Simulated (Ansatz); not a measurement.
The starting structures come from a database of crystals and need not be the phases stable at ambient conditions.

By PBEsol, the system below comes out a metal.

The ballistic (Sharvin) conductance counts the channels at the Fermi level: G/A = (e²/h) × channels of both spins per area.

Here is the system:

```
Cu
1.0
    2.48342     0.00000     0.00000
   -1.24171     2.15070     0.00000
    0.00000     0.00000     4.03032
Cu
2
Direct
  0.33333   0.66667   0.25000
  0.66667   0.33333   0.75000
```

Space group of this cell: P6_3/mmc, hcp (Mg type). The cell is strained (all lengths scaled by 0.98); by PBEsol its mean pressure is 9.6 GPa.

The current flows along the normal of the first two printed cell vectors, the (001) plane of the conventional cell. No spin-orbit coupling; the value is a mean over 0.1 eV about the Fermi level.

Question: Give the ballistic conductance per area that PBEsol (Ansatz, an electronic-structure program) yields.

Answer: 1.1 × 10¹⁵ S/m² for both spins.
